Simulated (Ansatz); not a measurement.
# A series of runs on MnIr3 (P6_3/mmc, 8 atoms in the cell)

```
MnIr3
1.0
    5.42884     0.00000     0.00000
   -2.71442     4.70151     0.00000
    0.00000     0.00000     4.35435
Ir Mn
6 2
Direct
  0.83920   0.67840   0.25000
  0.16080   0.83920   0.75000
  0.32160   0.16080   0.25000
  0.16080   0.32160   0.75000
  0.83920   0.16080   0.25000
  0.67840   0.83920   0.75000
  0.33333   0.66667   0.25000
  0.66667   0.33333   0.75000
```
Moments meant for the start (each program seeds them in its own way; μB, in the order of the atoms Ir Ir Ir Ir Ir Ir Mn Mn): 0.0 0.0 0.0 0.0 0.0 0.0 4.0 4.0.

Base run A: PBEsol, default PAW files made with PBE (Ansatz, an electronic-structure program), self-consistent single point.

Its settings: basis.ecutwfc = 420 eV; kpoints.mp_grid.grid = 5 5 5; hamiltonian.xc = pbesol; hamiltonian.pseudopotentials = {kind: paw} (the program's default PAW files); magnetization.spin_polarized = true; scf.occupations.method = gaussian; scf.occupations.width = 0.1 eV.

The starting cell was generated: these elements placed on a structure prototype, without a prior relaxation; it need not be a known phase or ordering of this composition. The magnetic order is the one reached from the typed start; others were not searched systematically. In the base run, with a pressure of about -7 GPa the cell is away from its equilibrium volume at this level. In the base run, forces exceed 1 eV/Å. Ansatz's pressure includes its estimate of the finite-basis (Pulay) stress.

ΔF is the free energy per atom less that of run A. 

The first pressure column holds Ansatz's estimate of the finite-basis (Pulay) stress, which hides part of the cutoff error; the other is without it.

In some runs the Pulay estimate is large (up to 140 GPa), a sign of a cutoff far from converged.

Runs:
- B: lattice scaled by 0.97
- C: lattice scaled by 0.97; basis.ecutwfc: 420 eV → 250 eV
- D: lattice scaled by 0.985
- E: lattice scaled by 0.985; basis.ecutwfc: 420 eV → 250 eV
- F: lattice scaled by 1.015
- G: lattice scaled by 1.015; basis.ecutwfc: 420 eV → 250 eV
- H: lattice scaled by 1.03
- I: lattice scaled by 1.03; basis.ecutwfc: 420 eV → 250 eV
- J: basis.ecutwfc: 420 eV → 250 eV

```
run  ΔF (meV/atom)  pressure (GPa)  largest force (eV/Å)  size of the net moment (μB/atom)  pressure at a fixed set of plane waves (GPa)
---  -------------  --------------  --------------------  --------------------------------  --------------------------------------------
A             0.00           -7.28                 2.145                              0.49                                         -7.34
B             53.4           22.82                 3.472                              0.24                                         22.75
C           1705.8           35.76                 3.152                              0.27                                       -108.11
D            -1.47            7.12                 2.759                              0.44                                          7.05
E           1589.9           16.15                 2.728                              0.43                                       -114.69
F             52.2          -18.51                 1.635                              0.51                                        -18.57
G           1575.2          -12.37                 1.985                              0.51                                       -126.50
H            145.7          -26.84                 1.195                              0.55                                        -26.89
I           1658.2          -21.96                 1.664                              0.55                                       -130.05
J           1570.6            2.51                 2.313                              0.48                                       -122.54
```

Run E against A: The free energy goes up by 1.59 eV/atom, the pressure goes from -7.28 to 16.15 GPa, the largest force goes from 2.145 to 2.728 eV/Å and the size of the net moment goes from 0.49 to 0.43 μB/atom.

Run J against A: The free energy goes up by 1.57 eV/atom, the pressure goes from -7.28 to 2.51 GPa, the largest force goes from 2.145 to 2.313 eV/Å and the size of the net moment moves little (0.49 to 0.48 μB/atom).

Run D against A: The free energy falls by 1.5 meV/atom, the pressure goes from -7.28 to 7.12 GPa, the largest force goes from 2.145 to 2.759 eV/Å and the size of the net moment goes from 0.49 to 0.44 μB/atom.

Keys are those of Ansatz 0.2.
